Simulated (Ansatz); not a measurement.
Li3OCl (Pm-3m, No. 221, 5 atoms in the cell; start mp-985585)

Calculation: HSE06 (plane waves, PAW; Ansatz, an electronic-structure program).

Numerical settings: plane-wave cutoff 520 eV, 8×8×8 k mesh, scalar-relativistic PAW data made under PBE.

Cell (relaxed at this level):

```cif
data_ClLi3O
_chemical_formula_sum 'Li3 Cl1 O1'
_space_group_name_H-M_alt 'P 1'
_space_group_IT_number 1
_cell_length_a 3.84600
_cell_length_b 3.84600
_cell_length_c 3.84600
_cell_angle_alpha 90.000
_cell_angle_beta 90.000
_cell_angle_gamma 90.000
loop_
_space_group_symop_operation_xyz
  'x, y, z'
loop_
_atom_site_label
_atom_site_type_symbol
_atom_site_fract_x
_atom_site_fract_y
_atom_site_fract_z
_atom_site_occupancy
Li1 Li 0.00000 0.50000 0.50000 1
Li2 Li 0.50000 0.00000 0.50000 1
Li3 Li 0.50000 0.50000 0.00000 1
Cl1 Cl 0.00000 0.00000 0.00000 1
O1 O 0.50000 0.50000 0.50000 1
```

* **Voigt–Reuss–Hill bulk modulus**: 57.0 GPa
* **polycrystal shear modulus (Hill average)**: 42.7 GPa
* **Young modulus**: 102 GPa
* **Poisson ratio**: 0.200

Note: the relaxation could not lower the start's symmetry, so the cell can be a saddle point above a distorted one.

Elastic constants are with the ions relaxed.

The computed numbers hold no vibrational or temperature effects.

Cost on a shared machine: about 50 core-minutes (a rough figure).

A start named mp-… is a Materials Project structure, which need not be a measured phase.
